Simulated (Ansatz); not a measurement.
## Computed paths: interstitial O in monoclinic ZrO2 with all lengths changed by +1 %, charge state -2

Defect: interstitial O in monoclinic ZrO2 with all lengths changed by +1 %, charge state -2. These are PBE, PAW (plane waves to 420 eV; Ansatz, a first-principles code) values and carry that method's errors.

Cell of 96 host sites held at the strained lattice (strain from the relaxed PBE one, atoms relaxed); the Γ point alone; Fermi-Dirac width 0.01 eV, spin-restricted; finite-size errors left in. No zero-point or tunnelling terms. The charge state is imposed; whether it is stable for some Fermi level was not computed. Sites that were not tried may lie lower.

Barriers: single points on a 2×2×2 k-point mesh shifted by half a step at the bands' geometries.

```json
[
 {"Route": "a concerted move, in which O travels most", "Start site over the lowest site run (eV)": "0.00", "Hop (Å)": "1.16", "Forward barrier (eV)": "0.26", "Backward barrier (eV)": "0.26", "Neighbours at the start": "O at 2.37, O at 2.40, O at 2.53, 2 O at 2.65; Zr at 2.09, Zr at 2.15, Zr at 2.17 Å", "Neighbours at the saddle": "O at 2.38, O at 2.45, O at 2.69, O at 2.71, 2 O at 2.72; Zr at 2.10, Zr at 2.18, Zr at 2.20 Å", "Saddle order": "not checked", "Forward, on the band's own sampling (eV)": "0.26"},
 {"Route": "a concerted move, in which O travels most", "Start site over the lowest site run (eV)": "0.00", "Hop (Å)": "1.56", "Forward barrier (eV)": "0.44", "Backward barrier (eV)": "0.44", "Neighbours at the start": "O at 2.37, O at 2.40, O at 2.53, 2 O at 2.65; Zr at 2.09, Zr at 2.15, Zr at 2.17 Å", "Neighbours at the saddle": "2 O at 2.47, 2 O at 2.52; 2 Zr at 2.00 Å", "Saddle order": "not checked, on a symmetry element", "Forward, on the band's own sampling (eV)": "0.42"}
]
```

Paths come from nudged elastic bands with a climbing image. Of the routes that converged and passed our checks, the lowest saddle point lies 0.26 eV above the lowest of the sites run (a concerted move, in which O travels most); other sites, such as split forms, and other routes may lie lower. A band can be held on a symmetry element, so unchecked saddle points there may be too high.
